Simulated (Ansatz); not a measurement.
**wurtzite CdS (P6_3mc) under biaxial stress in the basal plane**

Cell and atoms are relaxed with PBEsol to each stress (compression positive); bands and masses by r2SCAN with spin-orbit coupling, rigid bands (plane waves, PAW; Ansatz, a program for electronic structure). Strains are changes of length against the unloaded cell.

```cif
data_Cd2S2
_chemical_formula_sum 'Cd2 S2'
_space_group_name_H-M_alt 'P 1'
_space_group_IT_number 1
_cell_length_a 4.12381
_cell_length_b 4.12381
_cell_length_c 6.71000
_cell_angle_alpha 90.000
_cell_angle_beta 90.000
_cell_angle_gamma 120.000
loop_
_space_group_symop_operation_xyz
  'x, y, z'
loop_
_atom_site_label
_atom_site_type_symbol
_atom_site_fract_x
_atom_site_fract_y
_atom_site_fract_z
_atom_site_occupancy
Cd1 Cd 0.33333 0.66667 0.99925 1
Cd2 Cd 0.66667 0.33333 0.49925 1
S1 S 0.33333 0.66667 0.37575 1
S2 S 0.66667 0.33333 0.87575 1
```

```tsv
stress (GPa)	strain c (%)	strain basal x (%)	gap (eV)	mₑ* c	mₑ* basal x	mₕ* c	mₕ* basal x
-3.20	-3.50	3.62	1.569	0.171	0.166	0.46	1.63
-2.40	-2.55	2.65	1.609	0.171	0.169	0.51	1.60
-1.60	-1.65	1.73	1.652	0.169	0.171	0.70	1.52
-0.80	-0.81	0.85	1.688	0.167	0.174	1.21	1.34
0	0	0	1.688	0.163	0.177	1.51	1.16
0.80	0.79	-0.83	1.672	0.159	0.180	1.61	1.05
1.60	1.56	-1.64	1.648	0.155	0.183	1.63	1.02
2.40	2.31	-2.44	1.617	0.150	0.186	1.62	1.02
```

c is the normal of the loaded plane; basal y strains as basal x. Masses are conductivity masses at 300 K in electron masses.

Q: From the two loads next to zero, find the biaxial modulus and the ratio of out-of-plane to in-plane strain.

A: Between -0.80 and 0.80 GPa the strain along basal x changes by -1.68 % and that along c by 1.60 %. The modulus is 1.60/0.0168 = 95 GPa and the ratio of the strains 0.95 (PBEsol, atoms relaxed).

Q: How fast does the gap move on either side of zero load?

A: Under tension, (1.609 − 1.688) eV over -2.40 GPa = 33 meV/GPa, or about -3.0 eV per unit strain; under compression, (1.648 − 1.688) eV over 1.60 GPa = -25 meV/GPa, or about 2.4 eV per unit strain. The two slopes part by 58 meV/GPa; gaps are resolved to about 0.01 eV, which allows 10 meV/GPa, so they differ, even in sign: the gap has a turning point near zero load.

Q: Take the carrier density and the relaxation time as fixed, so that ρ ∝ m*. What gauge factor (Δρ/ρ)/ε follows for current along basal x at the loads next to zero?

A: holes at -0.80 GPa: (1.34/1.16 − 1)/0.0085 ≈ 18. These are means over a finite load; the small-strain gauge factor differs, most where the load has already emptied the upper valleys or bands. Carriers and loads whose mass moves by under 12 % aren't resolved and aren't listed. The change of shape, which adds a term of order 1 to 2, and that of the scattering between valleys or bands are left out.

Masses are those of dilute carriers in rigid bands with one relaxation time, without polarons. Third decimals of gaps are kept for the arithmetic. Every relaxation keeps the wurtzite phase (space group P6_3mc under this load), so a transition, a distortion that breaks the symmetry or fracture can't show.
